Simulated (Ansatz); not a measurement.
The parent structure is an 8-atom supercell of ZnS in the wurtzite structure (space group P6_3mc, No. 186; a = 3.7823 Å, c = 6.2079 Å) at its relaxed geometry.

Calculations: PBEsol in Ansatz (plane waves to 420 eV, PAW, no spin-orbit coupling), earlier PAW set.

Before the change:

| Quantity | Result |
|---|---|
| Pressure | 0.0 GPa |

One thing is altered: one Li atom is added in an open site, starting 2.32 Å from the nearest host atom, atoms relaxed at fixed cell, starting from a slightly rattled geometry.

**Question.** How does this affect the pressure, largest displacement of a host atom from its site in the perfect cell and final site of the added atom?

**Answer.** The pressure goes from zero to 5.5 GPa; the largest displacement of a host atom from its site in the perfect cell is 0.18 Å; the final site of the added atom is 6 S at 2.39–3.06 Å (octahedral).

The magnetic state is the one reached from the starting moments; the real material's order can differ, and small cells can't hold many antiferromagnetic ones. The cell is small, so the values are those of an ordered compound at a high defect concentration; dilute-limit values will differ. The mesh was chosen for an insulator and is coarse for the gapless case. Seeded moments were not kept for Li interstitial (started 2.32 Å from the nearest host atom). The defect cell is spin-polarised and ends with 0.0 μB.

Ansatz is an electronic-structure program.
